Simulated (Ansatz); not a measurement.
# Defect calculation: B on the Si site + Cr interstitial in silicon

Method: PBE, PAW (plane waves to 420 eV; Ansatz, a program for electronic structure). A 2×2×2 supercell of 64 sites was used; the energies come from a 2×2×2 shifted sampling of its zone. Sites at the start: the Si site; void 2.37 Å away. Charged cells carry a point-charge image correction with potential alignment at far atoms. Dielectric constants: PBE linear response of the host. Host gap at this level: 0.61 eV. Finite-size and sampling errors can reach tenths of an eV here. The semilocal functional narrows the gap, so deep levels can fall outside it. Spin–orbit coupling is left out, and no Hubbard U is applied to the open shells. Each state is the lowest found from its start.

```csv
charge,moment (μB),point group,largest move off a lattice site (Å),image correction with alignment (eV),above the lowest spin state (eV)
+1†,4.0,–,0.29,0.22,0.00
+1†,not spin-polarised,–,0.28,0.20,0.26
0,5.0,C3v,0.28,0.00,0.00
0,5.0,C3v,0.28,0.00,0.00
```

† Not settled in this cell, so no level is given: charge +1: a level filled in part, carriers not clearly localised, level within 0.1 eV of a band edge or past it.

Point groups are those of the whole cell at tolerances of 0.03 and 0.1 Å ("near" where only the looser one holds); none is given for unsettled states.

Starting moments that weren't kept: charge 0 began with 1 μB and ended with 5.0.

Flagged in the runs: a strain field that reaches the edge of the cell.
